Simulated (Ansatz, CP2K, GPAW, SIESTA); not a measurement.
# One structure in several programs: MoS2 (P6_3/mmc, 6 atoms in the cell)

Band-structure calculation.

```
CELL_PARAMETERS angstrom
      3.19403     0.00000     0.00000
     -1.59702     2.76611     0.00000
      0.00000     0.00000    13.21397
ATOMIC_POSITIONS crystal
  Mo 0.00000 0.00000 0.25000
  Mo 0.00000 0.00000 0.75000
  S  0.33333 0.66667 0.36774
  S  0.66667 0.33333 0.63226
  S  0.66667 0.33333 0.86774
  S  0.33333 0.66667 0.13226
```

Shared settings, as Ansatz (a quantum-chemistry and plane-wave program) writes them: kpoints.mp_grid.grid = 10 10 2; scf.occupations.method = fixed. Potentials and cutoffs stand in the table.

| code | model | gap along the path (eV) | smallest direct gap (eV) | cutoff |
|---|---|---|---|---|
| Ansatz | PBE, PAW files | 1.10 | 1.63 | default |
| GPAW | PBE, GPAW PAW datasets PBE (gpaw-data 1.0.1) | 1.09 | 1.62 | 550 eV |
| CP2K | PBE, GPW, DZVP-MOLOPT-SR-GTH basis, GTH-PBE potentials (GTH_POTENTIALS) | 1.11 | 1.66 | grid 500 Ry |
| SIESTA | GGA PBE, numerical atomic orbitals TZP, PseudoDojo PBE standard norm-conserving potentials (rewritten from UPF to PSML) | 1.10 | 1.60 | grid 400 Ry |

The spread over the programs that give each value: gap along the path within 0.02 eV; smallest direct gap within 0.06 eV.

CP2K and SIESTA use small atom-centred bases, whose incompleteness enters pressures, forces and empty levels differently from a plane-wave cutoff.

The starting cell comes from a database of computed structures (which also holds hypothetical and non-ambient phases and stackings), without a prior relaxation at this level. Its lattice was rescaled by a random factor within 2.5 % of one.

Left out of this page: Quantum ESPRESSO and FLEUR (not drawn, or without a comparable value).

Keys are those of Ansatz 0.2.
